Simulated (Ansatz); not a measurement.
# Effect of holes 3.0×10^21 cm⁻³ on SnTe

The parent structure is SnTe in the rock salt structure (space group Fm-3m, No. 225; a = 6.370 Å).

The change: 0.194 holes added to each cell, a density of 3.0×10^21 cm⁻³, with a uniform compensating background at fixed cell and a 300 K Fermi–Dirac width.

Computed with r2SCAN (Ansatz, an electronic-structure program; PAW; 500 eV plane waves; without spin-orbit coupling). k-mesh 21×21×21 (Γ-centred); smearing 0.0259 eV (Fermi–Dirac).

```tsv
quantity	base	changed	shift
gap between the host's bands	0.13 eV	0.16 eV	+0.03 eV
gap character	direct at L	direct at L	–
valley order (the lowest conduction-band minima on the path, energy above the VBM, named in the base's zone)	L along ⟨111⟩ 0.13 eV; a point along ⟨110⟩, about 0.6 Å⁻¹ from Γ 0.63 eV; a point along ⟨100⟩, about 0.3 Å⁻¹ from Γ 1.00 eV	L along ⟨111⟩ 0.16 eV; a point along ⟨110⟩, about 0.6 Å⁻¹ from Γ 0.64 eV; a point along ⟨100⟩, about 0.3 Å⁻¹ from Γ 1.02 eV	–
Fermi level relative to the doped band's edge (positive inside the band; to 0.05 eV)	–	+0.80 eV	–
```

Carriers are added with a uniform compensating background; total energy and stress of such cells depend on the potential's zero and are not compared; many-body gap narrowing is missing at this level. Spin-orbit coupling, missing from the scalar runs, can matter with Te. Stability against distortions was not tested. The zero or small gap of SnTe can change with the level of theory.
